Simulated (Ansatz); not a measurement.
Thermal expansion of AlN in the wurtzite structure

Method: quasi-harmonic lattice dynamics, Ansatz (an electronic-structure program), LDA functional, plane-wave PAW; phonon mesh 6×6×4, k mesh 12×12×8. Dynamical quadrupoles are not included in the interpolation of the phonons between the solved wave vectors. The pressure is 10 GPa. The structure is held there; whether it is the stable one at that pressure was not tested.

| T (K) | α_a (10⁻⁶/K) | α_c (10⁻⁶/K) | C_P (J/mol/K) | bulk modulus B_T (GPa) | γ |
|---|---|---|---|---|---|
| 100 | 0.2 | -0.3 | 5.8 | 243 | 0.07 |
| 200 | 1.3 | 0.3 | 18.5 | 243 | 0.45 |
| 300 | 2.6 | 1.4 | 29.1 | 242 | 0.65 |
| 400 | 3.5 | 2.2 | 36.0 | 240 | 0.74 |
| 500 | 4.1 | 2.8 | 40.2 | 239 | 0.78 |
| 600 | 4.5 | 3.1 | 42.9 | 237 | 0.81 |
| 700 | 4.8 | 3.4 | 44.8 | 236 | 0.82 |
| 800 | 5.0 | 3.6 | 46.1 | 234 | 0.83 |
| 900 | 5.2 | 3.7 | 47.0 | 233 | 0.84 |
| 1000 | 5.3 | 3.8 | 47.7 | 231 | 0.85 |

```
Property                                                    Value
---------------------------------------  ------------------------
conventional lattice constants at 300 K  a = 3.056 Å, c = 4.872 Å
entropy at 300 K                                   19.7 J/(mol K)
adiabatic bulk modulus at 300 K                           242 GPa
bulk modulus without vibrations                           247 GPa
zero-point volume expansion                                0.73 %
```

Whether this phase is the stable one at each condition was not tested.

The PAW data sets were generated under PBE and serve the other functionals too.
